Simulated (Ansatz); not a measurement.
**GaN, thickness series**

The parent structure is GaN in the zinc blende structure (space group F-43m, No. 216; a = 4.4983 Å). Axes: x, y, z lie along the cube axes.

Free-standing slabs (2 atom(s) a layer) normal to [110] with 15 Å of vacuum; in-plane cell held at bulk.

Computed with PBEsol in Ansatz (plane waves to 420 eV, PAW, spin-orbit coupling left out), earlier PAW set.

Candidates:
(a) 6 layers
(b) 1 layer
(c) 4 layers
(d) 7 layers

Base values:

The band gap is 1.70 eV.

Question: Order them by band gap, highest first.

Answer: (c) 4 layers (1.64 eV), (b) 1 layer (1.62 eV), (a) 6 layers (1.59 eV), (d) 7 layers (1.55 eV)

Whether these cells are dynamically stable was not tested. This is not the structure that GaN has at room temperature and ambient pressure.

Ansatz is a quantum-chemistry and plane-wave program.
